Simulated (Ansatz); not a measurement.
Base system: MoSe$_{2}$ in the 2H-MoS2 type structure (space group P6_3/mmc, No. 194; a = 3.2770 Å, c = 12.7310 Å; layered, stacked along the Cartesian z axis).

The values are results of plane-wave PAW DFT at the PBE-D3(BJ) level (Ansatz, a program for electronic structure, 420 eV), no spin-orbit coupling, earlier PAW set, not measurements.

The change: every Se is replaced by S; the structure is relaxed again.

Measured band gap: MoSe2 1.09 eV (room temperature; as listed in Carlos M. O. Bastos et al., Physical Review Materials (2019)); MoS2 1.23 eV (room temperature; as listed in Carlos M. O. Bastos et al., Physical Review Materials (2019)).

Measured lattice parameter a: MoSe2 3.289 Å (room temperature; as listed in arXiv:1605.07067); MoS2 3.16 Å (room temperature; as listed in arXiv:1605.07067).

**Question.** How well does PBE-D3(BJ) reproduce the measured shift?

**Answer.** With PBE-D3(BJ) the band gap moves by +0.03 eV (0.74 → 0.78) against +0.14 eV measured; the lattice parameter a moves by -0.128 Å (3.277 → 3.149) against -0.129 Å measured.

Gaps are read on the SCF mesh and a high-symmetry path. Whether these cells are dynamically stable was not tested.
